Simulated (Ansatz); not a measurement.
Consider SrTiO3 in the cubic perovskite structure (space group Pm-3m, No. 221; a = 3.891 Å). Axes: x, y, z lie along the cube axes.

Level of theory: PBEsol (Ansatz, an electronic-structure program; PAW; 420 eV plane waves; no spin-orbit coupling).

Strains are applied to the cell and any free atomic positions relax; under biaxial strain the out-of-plane vector relaxes too.

One change was made to it. Results:

The band gap drops by 0.016 eV (1.85 eV → 1.84 eV); the pressure (mean of the normal stresses, compression positive) increases by 39.5 kbar, from -0.1 kbar to 39.4 kbar; the energy goes up by 6.4 meV/atom; the volume per atom drops by 0.235 Å³, from 11.78 Å³ to 11.55 Å³.

### Question
What was done to the base?
A. biaxial strain −2.50 %, plane normal [111], relaxed out of plane
B. biaxial strain −1.50 %, plane normal [111], relaxed out of plane
C. biaxial strain −2.00 %, plane normal [111], relaxed out of plane
D. biaxial strain −0.50 %, plane normal [111], relaxed out of plane

### Answer
B, biaxial strain −1.50 %, plane normal [111], relaxed out of plane. For comparison, the energy relative to the base in the other runs: biaxial strain −2.00 %, plane normal [111], relaxed out of plane gives +11 meV/atom; biaxial strain −0.50 %, plane normal [111], relaxed out of plane gives +0.7 meV/atom; biaxial strain −2.50 %, plane normal [111], relaxed out of plane gives +18 meV/atom.

No phonon test of stability was made. The final runs are not spin-polarised. Many cubic perovskites are stable only at high temperature; tilts and polar distortions were not tested.
